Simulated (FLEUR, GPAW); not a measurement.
A GPAW input for a self-consistent single point of Mg7Cu (P-6m2, 8 atoms in the cell) (DFT PBEsol, plane waves, GPAW PAW datasets PBEsol (made by gpaw-setup)):

```python
from ase import Atoms
from ase.units import GPa
from gpaw import GPAW, PW

atoms = Atoms(['Mg', 'Mg', 'Mg', 'Mg', 'Mg', 'Mg', 'Mg', 'Cu'],
              cell=[[6.196710, 0.000000, 0.000000],
                    [-3.098355, 5.366508, 0.000000],
                    [0.000000, 0.000000, 5.010700]],
              scaled_positions=[[0.165927, 0.331853, 0.000000],
                                [0.165927, 0.834073, 0.000000],
                                [0.668147, 0.834073, 0.000000],
                                [0.989627, 0.494813, 0.500000],
                                [0.505187, 0.010373, 0.500000],
                                [0.505187, 0.494813, 0.500000],
                                [0.000000, 0.000000, 0.500000],
                                [0.666667, 0.333333, 0.000000]],
              pbc=True)

calc = GPAW(mode=PW(850),
            xc='PBEsol',
            kpts={'size': (4, 4, 5), 'gamma': True},
            occupations={'name': 'methfessel-paxton', 'width': 0.1, 'order': 0},
            nbands=-12,
            symmetry={'symmorphic': False, 'tolerance': 0.0005},
            maxiter=150,
            txt='-')

atoms.calc = calc

energy = atoms.get_potential_energy()
print('Energy (eV):', round(energy, 6))
forces = atoms.get_forces()
print('Forces (eV/Ang):')
print(forces.round(5))
stress = atoms.get_stress()
print('Stress (GPa, Voigt):', (stress / GPa).round(4))
```

### Question
Give the FLEUR input for the same structure, mesh, smearing and functional.

### Answer
This is the input that was run; spellings and numerical settings could be chosen otherwise.

Input of the input generator:

```
Mg7Cu crystal
&input film=f /
11.7100844684 0.0000000709 0.0000000000
-5.8550422955 10.1412305946 0.0000000000
0.0000000000 0.0000000000 9.4688506927
1.0
1.0 1.0 1.0

8
12 0.1659269583 0.3318530417 0.0000000000
12 0.1659269583 0.8340730417 0.0000000000
12 0.6681469583 0.8340730417 0.0000000000
12 0.9896269583 0.4948130417 0.5000000000
12 0.5051869583 0.0103730417 0.5000000000
12 0.5051869583 0.4948130417 0.5000000000
12 0.0000002917 -0.0000002917 0.5000000000
29 0.6666669583 0.3333330417 0.0000000000

&comp jspins=1 /
&exco xctyp='PBEs' /
&kpt div1=4 div2=4 div3=5 gamma=t /
&end /
```

```xml
<?xml version="1.0" encoding="UTF-8" standalone="no"?>
<fleurInput fleurInputVersion="0.39">
   <comment>
      Mg7Cu crystal                                                                                       
   </comment>
   <calculationSetup>
      <cutoffs Kmax="3.8" Gmax="15.2" GmaxXC="15.2" numbands="0"/>
      <scfLoop itmax="60" minDistance="0.00001" maxIterBroyd="15" imix="Anderson" alpha="0.05" precondParam="0.0" spinf="2.0"/>
      <coreElectrons ctail="T" frcor="F" kcrel="0" coretail_lmax="0"/>
      <xcFunctional name="PBEs" relativisticCorrections="F"/>
      <magnetism jspins="1"/>
      <soc l_soc="F" theta="0.0" phi="0.0" spav="F"/>
      <expertModes spex="0" secvar="F"/>
      <geometryOptimization l_f="T" forcealpha="1.0" forcemix="BFGS" epsdisp="0.00001" epsforce="0.00001"/>
      <ldaU l_linMix="F" mixParam="0.05" spinf="1.0"/>
   </calculationSetup>
   <cell>
      <bzIntegration valenceElectrons="81.0" mode="gauss" fermiSmearingEnergy="0.00367493">
         <kPointListSelection listName="default-1"/>
         <!-- k-points included here -->
         <xi:include xmlns:xi="http://www.w3.org/2001/XInclude" href="kpts.xml"> </xi:include>
      </bzIntegration>
      <!-- symmetry operations included here -->
      <xi:include xmlns:xi="http://www.w3.org/2001/XInclude" href="sym.xml"> </xi:include>
      <bulkLattice scale="1.0">
         <bravaisMatrix>
            <row-1>   11.7100844683999998     0.0000000709000000     0.0000000000000000</row-1>
            <row-2>   -5.8550422954999997    10.1412305945999996     0.0000000000000000</row-2>
            <row-3>    0.0000000000000000     0.0000000000000000     9.4688506927000002</row-3>
         </bravaisMatrix>
      </bulkLattice>
   </cell>
   <atomSpecies>
      <species name="Magnesium (Mg)" element="Mg" atomicNumber="12">
         <mtSphere radius="2.65" gridPoints="915" logIncrement="0.013"/>
         <atomicCutoffs lmax="10" lnonsphr="8"/>
         <electronConfig flipSpins="F">
            <coreConfig>(1s1/2)</coreConfig>
            <valenceConfig>(2s1/2) (2p1/2) (2p3/2) (3s1/2)</valenceConfig>
         </electronConfig>
         <energyParameters s="3" p="3" d="3" f="4"/>
         <lo type="SCLO" l="0" n="2" eDeriv="0"/>
         <lo type="SCLO" l="1" n="2" eDeriv="0"/>
      </species>
      <species name="Copper (Cu)" element="Cu" atomicNumber="29">
         <mtSphere radius="2.68" gridPoints="925" logIncrement="0.013"/>
         <atomicCutoffs lmax="10" lnonsphr="8"/>
         <electronConfig flipSpins="F">
            <coreConfig>(1s1/2) (2s1/2) (2p1/2) (2p3/2) (3s1/2) (3p1/2) (3p3/2)</coreConfig>
            <valenceConfig>(4s1/2) (3d3/2) (3d5/2)</valenceConfig>
            <stateOccupation state="(4s1/2)" spinUp="0.5" spinDown="0.5"/>
         </electronConfig>
         <energyParameters s="4" p="4" d="3" f="4"/>
      </species>
   </atomSpecies>
   <atomGroups>
      <atomGroup species="Magnesium (Mg)">
         <relPos label="                   1">.1659269583 .3318530417 .0000000000</relPos>
         <relPos label="                   3">-.3318530417 -.1659269583 .0000000000</relPos>
         <force calculate="T" relaxXYZ="TTT"/>
      </atomGroup>
      <atomGroup species="Magnesium (Mg)">
         <relPos label="                   2">.1659269583 -.1659269583 .0000000000</relPos>
         <force calculate="T" relaxXYZ="TTT"/>
      </atomGroup>
      <atomGroup species="Magnesium (Mg)">
         <relPos label="                   4">-.0103730417 .4948130417 1.000/2.000</relPos>
         <relPos label="                   5">-.4948130417 .0103730417 1.000/2.000</relPos>
         <force calculate="T" relaxXYZ="TTT"/>
      </atomGroup>
      <atomGroup species="Magnesium (Mg)">
         <relPos label="                   6">-.4948130417 .4948130417 1.000/2.000</relPos>
         <force calculate="T" relaxXYZ="TTT"/>
      </atomGroup>
      <atomGroup species="Magnesium (Mg)">
         <relPos label="                   7">.0000000000 .0000000000 1.000/2.000</relPos>
         <force calculate="T" relaxXYZ="TTT"/>
      </atomGroup>
      <atomGroup species="Copper (Cu)">
         <relPos label="                   8">-1.000/3.000 1.000/3.000 .0000000000</relPos>
         <force calculate="T" relaxXYZ="TTT"/>
      </atomGroup>
   </atomGroups>
   <output dos="F" band="F" slice="F">
      <checks vchk="F" cdinf="F"/>
      <bandDOS minEnergy="-.5*Htr" maxEnergy="0.5*Htr" sigma="0.015" storeEVData="T"/>
      <vacuumDOS vacdos="F" integ="F" star="F" nstars="0" locx1="0.0" locy1="0.0" locx2="0.0" locy2="0.0" nstm="0" tworkf="0.0"/>
      <unfoldingBand unfoldBand="F" supercellX="1" supercellY="1" supercellZ="1"/>
      <plotting iplot="0" polar="F">
         <plot TwoD="T" vec1="  1.0  0.0  0.0" vec2="  0.0  1.0  0.0" vec3="  0.0  0.0  1.0" zero="  0.0  0.0  0.0" file="plot"/>
      </plotting>
      <chargeDensitySlicing numkpt="0" minEigenval="0.0" maxEigenval="0.0" nnne="0" pallst="F"/>
      <specialOutput eonly="F"/>
      <magneticCircularDichroism mcd="F" energyLo="-10.0" energyUp="0.0"/>
   </output>
  <!-- We include the file relax.xml here to enable relaxations (see documentation) -->
  <xi:include xmlns:xi="http://www.w3.org/2001/XInclude" href="relax.xml"> <xi:fallback/> </xi:include>
</fleurInput>
```

Basis settings and potentials, where a program has them, do not carry over. This input uses DFT, PBEsol, all-electron FLAPW (FLEUR), scalar-relativistic valence.

The starting cell comes from a database of computed structures (which also holds hypothetical and non-ambient phases and stackings), without a prior relaxation at this level.
